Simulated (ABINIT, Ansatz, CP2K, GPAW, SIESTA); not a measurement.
## WS2 (P6_3/mmc, 6 atoms in the cell) computed with different codes at matched settings

Self-consistent single point.

```
WS2
1.0
    3.23485     0.00000     0.00000
   -1.61742     2.80146     0.00000
    0.00000     0.00000    13.18464
W S
2 4
Direct
  0.33333   0.66667   0.25000
  0.66667   0.33333   0.75000
  0.33333   0.66667   0.62980
  0.66667   0.33333   0.37020
  0.66667   0.33333   0.12980
  0.33333   0.66667   0.87020
```

Shared settings, as Ansatz (a program for electronic structure) writes them: kpoints.mp_grid.grid = 8 8 2; scf.occupations.method = fixed. Potentials and cutoffs stand in the table.

| code | model | pressure (GPa) | largest force (eV/Å) | cutoff |
|---|---|---|---|---|
| ABINIT | PBEsol, PAW (JTH v2.0 PBE PAW, files made for PBE) | -9.12 | 0.859 | 21 Ha |
| GPAW | PBEsol, GPAW PAW datasets PBEsol (made by gpaw-setup) | -9.25 | 0.886 | 600 eV |
| CP2K | PBEsol, GPW, DZVP-MOLOPT-SR-GTH basis, GTH-PBE potentials (GTH_POTENTIALS) | -9.18 | 0.828 | grid 500 Ry |
| Ansatz | PBEsol, PAW files made with PBE | -9.21 | 0.891 | 420 eV |
| SIESTA | GGA PBEsol, numerical atomic orbitals DZP, PseudoDojo PBEsol standard norm-conserving potentials (rewritten from UPF to PSML) | -8.80 | 0.575 | grid 350 Ry |

On Ansatz's run: spin-orbit coupling is off. Spin polarisation is off.

The spread over the programs that give each value: pressure within 0.45 GPa; largest force within 0.316 eV/Å.

CP2K and SIESTA use small atom-centred bases, whose incompleteness enters pressures, forces and empty levels differently from a plane-wave cutoff. Ansatz's pressure is given at a fixed set of plane waves, as the other plane-wave codes print theirs; with its correction for the finite basis it is -9.17 GPa. In the force vectors, SIESTA (by 0.311) lies more than 0.08 eV/Å from the median of the plane-wave programs.

This mesh misses zone-boundary points where a band edge of such crystals can lie, so no gaps are given.

The starting cell comes from a database of computed structures (which also holds hypothetical and non-ambient phases and stackings), without a prior relaxation at this level. Its lattice was rescaled by a random factor within 2.5 % of one.

Keys are those of Ansatz 0.2.
